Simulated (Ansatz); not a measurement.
PBE against r2SCAN: PtGe, biaxial strain +1.40 %, plane normal [001], relaxed out of plane

Take PtGe (space group Pnma, No. 62; a = 5.819 Å, b = 3.757 Å, c = 6.175 Å) as the base. Axes: x, y, z lie along a, b, c of the conventional cell.

(Cell as relaxed with PBE.)

Levels (all Ansatz, a first-principles code, PAW): PBE (420 eV, scalar-relativistic without spin-orbit coupling); r2SCAN (500 eV, scalar-relativistic without spin-orbit coupling).

Each level relaxes its own structure.

| base | PBE | r2SCAN |
|---|---|---|
| volume per atom | 16.87 Å³ | 16.42 Å³ |
| band gap | zero | zero |

It is then changed as follows: biaxial strain +1.40 %, plane normal [001], relaxed out of plane (Cartesian); in-plane vectors clamped, the third vector and the atoms free.

| quantity | PBE | r2SCAN |
|---|---|---|
| volume per atom | 17.09 Å³ | [?] |
| pressure (mean of the normal stresses, compression positive) | -1.8 GPa | [?] |
| band gap | zero | [?] |

Q: What does r2SCAN give?

A: 
- volume per atom, r2SCAN: 16.64 Å³
- pressure (mean of the normal stresses, compression positive), r2SCAN: -2.0 GPa
- band gap, r2SCAN: zero

PBE's volume per atom lies 0.45 Å³ above r2SCAN's (2.7 %); PBE's pressure lies 0.26 GPa above r2SCAN's; the two agree on the band gap. Neither level is exact; r2SCAN is the comparison here, not a measurement.

Whether these cells are dynamically stable was not tested. All final runs are without spin polarisation.
